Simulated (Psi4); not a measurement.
Psi4 1.11, unrestricted HF/def2-svp: p-cresol anion (Cc1ccc(O)cc1), charge -1, multiplicity 2, 16 atoms. The geometry is a generated start, not checked to be a minimum at this level.

```json
{
 "task": "energy",
 "method": "scf",
 "basis": "def2-svp",
 "memory": "3 GB",
 "maxiter": "100",
 "keys_of_the_molecule_block": "symmetry c1",
 "scf_type": "df (default)",
 "e_convergence": "1e-06 (default)",
 "d_convergence": "1e-06 (default)",
 "basis_functions": "152"
}
```

```xyz
16

C     -2.4530     0.0588     0.3122
C     -0.9689    -0.0058     0.1058
C     -0.1020     0.6537     0.9659
C      1.2668     0.6147     0.7683
C      1.7958    -0.0912    -0.3039
O      3.1370    -0.1608    -0.5378
C      0.9365    -0.7550    -1.1733
C     -0.4270    -0.7081    -0.9644
H     -2.9345    -0.8419    -0.0610
H     -2.6930     0.1768     1.3664
H     -2.8694     0.9114    -0.2260
H     -0.4996     1.2073     1.8045
H      1.9283     1.1341     1.4509
H      3.6092     0.3362     0.1411
H      1.3575    -1.3010    -2.0025
H     -1.0838    -1.2293    -1.6460
```

Charge -1 and multiplicity 2 are set for this test and not shown to be the ground state.

With the defaults (guess = auto, which took SAD, damping_percentage = 0, scf_initial_accelerator = adiis, diis_start = 1, diis = true, level_shift = 0, level_shift_cutoff = 0.01, soscf = false, soscf_start_convergence = 0.01, diis_max_vecs = 10) it converges in 14 SCF iterations. One run each on 2 threads, with these changes:
- diis_max_vecs = 3
- scf_initial_accelerator = ediis
- diis_start = 4
- guess = sapgau
- level_shift = 0.1, level_shift_cutoff = 0.001
- guess = sap
- soscf = true, soscf_start_convergence = 0.1
- damping_percentage = 60
- damping_percentage = 60, scf_initial_accelerator = none, diis = false

### Question
Which runs fail or end elsewhere than the default run?

### Answer
No convergence: damping_percentage = 60 (the run ends without SCF convergence in 100 iterations). Another solution: guess = sapgau (590 meV higher, <S²> 0.87 against 0.84). The rest reach the solution of the defaults.

```tsv
setting	SCF iterations	JK calls	end
soscf = true, soscf_start_convergence = 0.1	8	34	same solution
the defaults	14	15	same solution
scf_initial_accelerator = ediis	14	15	same solution
diis_start = 4	14	15	same solution
level_shift = 0.1, level_shift_cutoff = 0.001	14	15	same solution
diis_max_vecs = 3	17	18	same solution
guess = sap	18	18	same solution
damping_percentage = 60, scf_initial_accelerator = none, diis = false	52	53	same solution
guess = sapgau	20	20	other solution, 590 meV higher, <S²> 0.87 against 0.84
damping_percentage = 60	100	101	no convergence
```

An SOSCF iteration holds several JK calls; a Hückel guess adds calls on atoms.
